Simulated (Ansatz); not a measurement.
Amorphous Hf18O37Mg, 56 atoms at 8.82 g/cm³, one PBE-relaxed geometry, zone centre. Methods: PBE, scalar-relativistic without spin-orbit coupling (Ansatz, an electronic-structure program); r2SCAN, scalar-relativistic without spin-orbit coupling (Ansatz); HSE06, scalar-relativistic without spin-orbit coupling (Ansatz). Plane waves to 420 eV (r2SCAN 500 eV); exact exchange is cut at the cell's faces. At PBE the levels at the filled edge of the gap are localised (band-tail or defect states). All rungs ran without spin polarisation.

The cell was made by melting and quenching with the CHGNet potential and then relaxed with DFT. O atoms were pushed apart under 1.9 Å during the dynamics, to hinder bonds among them. The hot cell started wider than the set density and was brought back towards it in steps. It is the lowest in DFT energy of 2 quenches. It is a model cell: composition and starting density were chosen by hand, and all elements were melted together. No dispersion term was used. Its density started from a set value of 8.82 and ended at 8.82 g/cm³. Cooling (nominally 380 K/ps over its main leg) ran many orders faster than in experiment, which tends to leave more defects and strain. Values belong to this one cell and scatter from quench to quench. The volume was held where the preparation left it and the shape relaxed, at a PBE pressure of 0.8 GPa. Stress components on the final sampling reach 0.9 GPa.

The relaxation ran on the zone centre alone. At PBE the level gap is 3.77 eV on a 2×2×2 Γ-centred mesh, and the spacing at the zone centre alone 3.89 eV.

Question: What zone-centre spacing does r2SCAN give, roughly?

Answer: 4.37 eV (+0.47 eV against PBE).

Question: What zone-centre spacing does HSE06 give, roughly?

Answer: 5.48 eV (+1.59 eV against PBE).

The highest filled and the lowest empty state spread over these numbers of atoms (participation numbers): PBE: 9.8 and 21.7; r2SCAN: 9.8 and 20.9; HSE06: 10.5 and 21.4.
